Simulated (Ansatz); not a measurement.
Take ZnSiP2 in the chalcopyrite structure (space group I-42d, No. 122) as the base.

```cif
data_P4Si2Zn2
_chemical_formula_sum 'Zn2 Si2 P4'
_space_group_name_H-M_alt 'P 1'
_space_group_IT_number 1
_cell_length_a 6.45005
_cell_length_b 6.45005
_cell_length_c 6.45005
_cell_angle_alpha 130.966
_cell_angle_beta 130.966
_cell_angle_gamma 71.867
loop_
_space_group_symop_operation_xyz
  'x, y, z'
loop_
_atom_site_label
_atom_site_type_symbol
_atom_site_fract_x
_atom_site_fract_y
_atom_site_fract_z
_atom_site_occupancy
Zn1 Zn 0.00000 0.00000 0.00000 1
Zn2 Zn 0.75000 0.25000 0.50000 1
Si1 Si 0.50000 0.50000 0.00000 1
Si2 Si 0.25000 0.75000 0.50000 1
P1 P 0.87500 0.86045 0.48545 1
P2 P 0.13955 0.62500 0.01455 1
P3 P 0.37500 0.38955 0.51455 1
P4 P 0.61045 0.12500 0.98545 1
```

The values are results of PBEsol/PAW in Ansatz (a quantum-chemistry and plane-wave program), spin-orbit coupling left out, not measurements.

Strains are applied to the cell and any free atomic positions relax.

One change was made to it. Results:

| quantity | base | after |
|---|---|---|
| band gap | 1.16 eV | 0.99 eV |
| width of the top valence band | 1.30 eV | 1.45 eV |
| gap character | direct at Γ | direct at Γ |

Problem. Which change produced these results?
A) isotropic strain −2.25 %
B) isotropic strain −1.50 %
C) isotropic strain −0.75 %

Solution. A, isotropic strain −2.25 %. For comparison, the band gap in the other runs: isotropic strain −0.75 % gives 1.11 eV; isotropic strain −1.50 % gives 1.05 eV.

Whether these cells are dynamically stable was not tested.
